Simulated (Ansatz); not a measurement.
The reference is Mg$_{2}$Ge in the anti-fluorite structure (space group Fm-3m, No. 225; a = 6.3640 Å).

Calculations: PBEsol (Ansatz, a program for electronic structure; PAW; 420 eV plane waves; no spin-orbit coupling), earlier PAW set.

One change was made to it. Results:

The volume per atom falls by 0.78 Å³ (21.48 Å³ → 20.70 Å³); the band gap changes from 0.08 eV to zero.

Task: What was done to the base?
(A) Mg → Ti
(B) Ge → Te
(C) Ge → Fe

Result: C, Ge → Fe. For comparison, the volume per atom in the other runs: Mg → Ti gives 17.74 Å³; Ge → Te gives 29.48 Å³.

The magnetic state is the one reached from the starting moments; the real material's order can differ, and small cells can't hold many antiferromagnetic ones. Stability against distortions was not tested. As relaxed here, Mg2Fe, Ti2Ge and Mg2Te are hypothetical phases, not in the database extracts checked. Spin-polarised in the final run: Mg2Fe; the other runs are not. Ti2Ge has a high density of states at the Fermi level and may be magnetic at this level. A zero or small gap of Mg2Ge can be the functional's error rather than a property of the material.
